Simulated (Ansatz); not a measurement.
Cubic perovskite KZnF3 was calculated with r²SCAN-D4 in Ansatz (PAW).

Settings: plane-wave cutoff 560 eV, 8×8×8 k mesh, Fermi–Dirac smearing 0.01 eV, scalar-relativistic PAW data made under PBE.

Properties against volume:

| V (Å³/atom) | P (GPa) | direct gap at Γ (eV) | smallest gap on the k mesh (eV) |
|---|---|---|---|
| 12.377 | 6.14 | 7.231 | 4.828 |
| 12.641 | 3.86 | 7.034 | 4.768 |
| 12.904 | 1.82 | 6.845 | 4.710 |
| 13.167 | 0.00 | 6.665 | 4.655 |
| 13.431 | -1.63 | 6.492 | 4.602 |
| 13.694 | -3.08 | 6.326 | 4.550 |
| 13.957 | -4.38 | 6.166 | 4.499 |

The fundamental gap (4.66 eV at the equilibrium volume, with added k points) lies elsewhere than Γ–Γ.

Ansatz is a quantum-chemistry and plane-wave program.
